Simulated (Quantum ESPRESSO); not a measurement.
Quantum ESPRESSO run on WSi₂ (I4/mmm, 3 atoms in the cell): self-consistent single point.

Level of theory: PBEsol, GBRV 1.5 ultrasoft (PBESOL) pseudopotentials (plane waves; Quantum ESPRESSO).

```
CELL_PARAMETERS angstrom
      1.62875    -1.62875     3.97294
      1.62875     1.62875     3.97294
     -1.62875    -1.62875     3.97294
ATOMIC_POSITIONS crystal
  Si 0.00000 0.66500 0.66500
  Si 0.00000 0.33500 0.33500
  W  0.00000 0.00000 0.00000
```

Reference input (self-consistent single point, DFT, PBE, plane waves, GBRV 1.5 ultrasoft (PBE) pseudopotentials): ecutwfc = 40 Ry; ecutrho = 320 Ry; occupations = smearing; smearing = gaussian; degauss = 0.0036749 Ry; potentials = {Si: si_pbe_v1.uspp.F.UPF, W: w_pbe_v1.2.uspp.F.UPF}; K_POINTS = automatic 14 14 14 0 0 0; conv_thr = 1e-11 Ry; mixing_beta = 0.4. This run's input differs from it in these lines:

```diff
@@ -24,4 +24,4 @@
 ATOMIC_SPECIES
-Si    28.0850  si_pbe_v1.uspp.F.UPF
-W    183.8400  w_pbe_v1.2.uspp.F.UPF
+Si    28.0850  si_pbesol_v1.uspp.F.UPF
+W    183.8400  w_pbesol_v1.2.uspp.F.UPF
 ATOMIC_POSITIONS alat
```

Output, abridged:

```
     Self-consistent Calculation

     iteration #  1     ecut=    40.00 Ry     beta= 0.40

     Threshold (ethr) on eigenvalues was too large:
     Diagonalizing with lowered threshold

     negative rho (up, down):  6.281E-02 0.000E+00

     total energy              =    -178.25331444 Ry
     estimated scf accuracy    <       0.04962533 Ry

     iteration #  2     ecut=    40.00 Ry     beta= 0.40

     negative rho (up, down):  6.411E-02 0.000E+00

     total energy              =    -178.25350705 Ry
     estimated scf accuracy    <       0.01168689 Ry

     iteration #  3     ecut=    40.00 Ry     beta= 0.40

     negative rho (up, down):  6.493E-02 0.000E+00

     total energy              =    -178.25387274 Ry
     estimated scf accuracy    <       0.00222606 Ry

   [... 7 blocks of this kind left out ...]

     iteration # 11     ecut=    40.00 Ry     beta= 0.40

     negative rho (up, down):  6.508E-02 0.000E+00

     total energy              =    -178.25412325 Ry
     estimated scf accuracy    <          1.3E-11 Ry

     iteration # 12     ecut=    40.00 Ry     beta= 0.40

     negative rho (up, down):  6.508E-02 0.000E+00
     End of self-consistent calculation

     Number of k-points >= 100: set verbosity='high' to print the bands.

     the Fermi energy is    15.8464 ev

!    total energy              =    -178.25412325 Ry
     estimated scf accuracy    <          2.2E-13 Ry
     smearing contrib. (-TS)   =      -0.00001778 Ry
     internal energy E=F+TS    =    -178.25410546 Ry

     convergence has been achieved in  12 iterations

     negative rho (up, down):  6.508E-02 0.000E+00

     Forces acting on atoms (cartesian axes, Ry/au):

     atom    1 type  1   force =     0.00000000    0.00000000   -0.00256327
     atom    2 type  1   force =    -0.00000000    0.00000000    0.00256327
     atom    3 type  2   force =     0.00000000    0.00000000    0.00000000

     Total force =     0.003625     Total SCF correction =     0.000000

     negative rho (up, down):  6.508E-02 0.000E+00
          total   stress  (Ry/bohr**3)                   (kbar)     P=     -119.02
  -0.00077981  -0.00000000   0.00000000         -114.71       -0.00        0.00
  -0.00000000  -0.00077981  -0.00000000           -0.00     -114.71       -0.00
   0.00000000  -0.00000000  -0.00086772            0.00       -0.00     -127.65

   JOB DONE.
```

The run converged in 12 iterations. Against the reference run the pressure goes from -7.02 to -11.90 GPa and the largest force goes from 0.016 to 0.066 eV/Å.

The starting cell has typed, rounded lattice constants, without a prior relaxation at this level. Its lattice was rescaled by a random factor within 2.5 % of one. Spin polarisation is off. With a pressure of about -12 GPa the cell is away from its equilibrium volume at this level.

Cost on one core of a shared machine: roughly 3 min.
